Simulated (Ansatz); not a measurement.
Functionals compared on a constructed model of the (0001) surface of hcp Zr, a pseudomorphic layer of Ir in the host's stacking (bottom of the slab: a bare face, its two planes held), in Ansatz (plane waves, PAW). The structure was relaxed with PBE; the other rows are single points on it. Cutoff 420 eV (500 eV for r2SCAN).

Set-up: 7 atoms, 15.6 Å thick at the start; mesh 13x13x1; 0.1 eV smearing; dipole correction on; 2 atoms held, the rest relaxed; start symmetry kept, larger cells not searched; no spin, no spin-orbit, no U. It is one candidate, not shown to be the stable structure of the face. These notes are the PBE run's.

| functional | work function of the top face (eV) | rough cost of the single point |
|---|---|---|
| PBE | 4.33 | – |
| RPBE | 4.16 | around 29 core-seconds (rough) |
| r2SCAN | 4.22 | roughly 50 core-seconds |

Ansatz is a first-principles code.
